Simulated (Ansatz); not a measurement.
Structures of equal composition on the (000-1) surface of 4H silicon carbide (C plane on top): (√3x√3)R30° Si adatom at H3; (√3x√3)R30° Si adatom at T4. The slabs share one bottom face, and each structure is named by its start. These are constructed structures in small cells; real faces may alloy, dewet or reconstruct in larger ones, and not all known structures of the face are among them. Slabs of about 11 Å with all that they carry, Fermi-Dirac smearing of 0.025 eV. Bottom of the slabs: H caps. Relaxed from the named starts with such symmetry as they have, on meshes of like density; energies extrapolated to zero smearing; no spin-orbit coupling, no U. Spin-polarised runs, if any, are marked in brackets, and their order is one that fits the cell; the others ran without spin. Where a second, spin-polarised start was run, the lower counts.

Host crystal: 4H silicon carbide, with a band gap (PBE, scalar-relativistic without spin-orbit coupling).

Level of theory: PBE (plane waves to 420 eV, PAW; Ansatz, an electronic-structure program).

Q: Rank these by energy per 1x1 cell (lowest first), as PBE gives it.

A: (√3x√3)R30° Si adatom at H3 (0.000 eV [spin, 1.0 μB a cell], gap 0.69 eV on the mesh), (√3x√3)R30° Si adatom at T4 (0.037 eV [spin, 1.0 μB a cell], gap 0.54 eV on the mesh)
